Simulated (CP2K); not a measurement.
A short convergence ladder for a (001) slab of Al (cut from a parent of space group no. 225; 4 atoms in the cell)

```
CELL_PARAMETERS angstrom
      2.87237     0.00000     0.00000
     -2.87237     2.87237     0.00000
      0.00000     0.00000    20.09331
ATOMIC_POSITIONS crystal
  Al 0.00000 0.00000 0.44946
  Al 0.00000 0.50000 0.34837
  Al 0.00000 0.00000 0.65163
  Al 0.00000 0.50000 0.55054
```

Base method: PBEsol, GPW, DZVP-MOLOPT-SR-GTH basis, GTH-PBE potentials (GTH_POTENTIALS) (CP2K).

Base settings: CUTOFF = 400 Ry; REL_CUTOFF = 50 Ry; SMEAR/METHOD = GAUSSIAN; SIGMA = 0.1 eV; KPOINTS/SCHEME = MONKHORST-PACK 7 7 1; XC_FUNCTIONAL = PBE:PBESOL; Al/BASIS_SET = DZVP-MOLOPT-SR-GTH; Al/POTENTIAL = GTH-PBE-q3; METHOD = GPW; EPS_DEFAULT = 1e-10.

**The vacuum**

The mesh stays at the base's, so the ladder's end is converged at best in this setting alone.

Only quantities that move along the ladder and can be compared are tabulated; forces are left out, as grid noise moves with the cell.

| vacuum between outermost atoms (Å) | free energy less the last step's (meV/atom) |
|---|---|
| 3.0 | -122.92 |
| 4.0 | -53.56 |
| 5.0 | -26.73 |
| 6.0 | -9.78 |
| 7.0 | -3.05 |
| 8.0 | -0.69 |
| 10.0 | -0.02 |
| 12.0 | 0.00 |
| 14.0 | 0.00 |
| 17.0 | 0.00 |
| 20.0 | 0.00 |
| 25.0 | 0.00 |
| 30.0 | 0.00 |

Smallest vacuum between outermost atoms (Å) that holds the free energy within 5 meV/atom of the last step, with all finer ones: 7.0; the step before is off by 9.8 meV/atom.

On the base run: the starting cell has typed, rounded lattice constants, without a prior relaxation at this level. The slab is cut from that crystal, and its faces are unrelaxed. Its lattice was rescaled by up to half a per cent. Values carry the incompleteness of an atom-centred basis. The potentials were made for another functional than the one used.

Left out of this page: 1 run of the series outside the window shown, repeating another row's setting, or not comparable.
